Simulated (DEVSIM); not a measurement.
System: abrupt GaAs n-p junction, at 400 K.

| layer (left to right) | material | thickness (μm) | Nd (cm⁻³) | Na (cm⁻³) | τn (s) | τp (s) |
|---|---|---|---|---|---|---|
| 1 | GaAs | 22.0 | 3.2e16 | - | 1.7e-9 | 1.7e-9 |
| 2 | GaAs | 34.0 | - | 2.8e15 | 1.7e-9 | 1.7e-9 |

Left contact: ohmic. Right contact: ohmic. Voltage is applied to the left contact. Recombination: SRH at mid-gap, Auger. Mobility is μmin + (μ − μmin)/(1 + (N/Nref)^α).

Constants are typed, rounded textbook-type inputs, not results; the design itself was drawn at random and stands for no fabricated device. Values at 300 K; Nc and Nv go as T^1.5, mobilities as T to minus their exponent, the gap by Varshni's rule with the affinity fixed.

```csv
parameter,GaAs
gap (eV),1.424
affinity (eV),4.07
permittivity,12.9
Nc (cm⁻³),4.7e17
Nv (cm⁻³),9e18
μn (cm²/Vs),8500
μp (cm²/Vs),400
"μn,min",500
"μp,min",20
"Nref,n",6e16
"Nref,p",1.5e17
αn,0.39
αp,0.38
T exponent of μn,2.1
T exponent of μp,2.2
Cn (cm⁶/s),1e-30
Cp (cm⁶/s),1e-30
Varshni α (eV/K),0.000541
Varshni β (K),204
```

Simulated with DEVSIM: 1D drift-diffusion, Boltzmann statistics, complete ionisation; no tunnelling, impact ionisation, image-force lowering or self-heating.

The doping Na of layer 2 was swept, all else fixed.

```json
[
 {"doping Na of layer 2 (cm^-3)": "8.4e13", "potential step across the device at zero bias (V)": "0.856", "dark forward voltage at 1 A/cm² (V)": "1.330", "largest field in the device at zero bias (V/cm)": "11000"},
 {"doping Na of layer 2 (cm^-3)": "2.8e14", "potential step across the device at zero bias (V)": "0.897", "dark forward voltage at 1 A/cm² (V)": "0.929", "largest field in the device at zero bias (V/cm)": "13000"},
 {"doping Na of layer 2 (cm^-3)": "8.4e14", "potential step across the device at zero bias (V)": "0.935", "dark forward voltage at 1 A/cm² (V)": "0.788", "largest field in the device at zero bias (V/cm)": "16000"},
 {"doping Na of layer 2 (cm^-3)": "2.8e15", "potential step across the device at zero bias (V)": "0.977", "dark forward voltage at 1 A/cm² (V)": "0.757", "largest field in the device at zero bias (V/cm)": "26000"},
 {"doping Na of layer 2 (cm^-3)": "8.4e15", "potential step across the device at zero bias (V)": "1.014", "dark forward voltage at 1 A/cm² (V)": "0.773", "largest field in the device at zero bias (V/cm)": "42000"},
 {"doping Na of layer 2 (cm^-3)": "2.8e16", "potential step across the device at zero bias (V)": "1.056", "dark forward voltage at 1 A/cm² (V)": "(withheld)", "largest field in the device at zero bias (V/cm)": "(withheld)"},
 {"doping Na of layer 2 (cm^-3)": "8.4e16", "potential step across the device at zero bias (V)": "1.094", "dark forward voltage at 1 A/cm² (V)": "0.828", "largest field in the device at zero bias (V/cm)": "82000"}
]
```

Problem. Fill in the missing entries.

Solution. 
- 2.8e16, dark forward voltage at 1 A/cm² (V): 0.803
- 2.8e16, largest field in the device at zero bias (V/cm): 64000
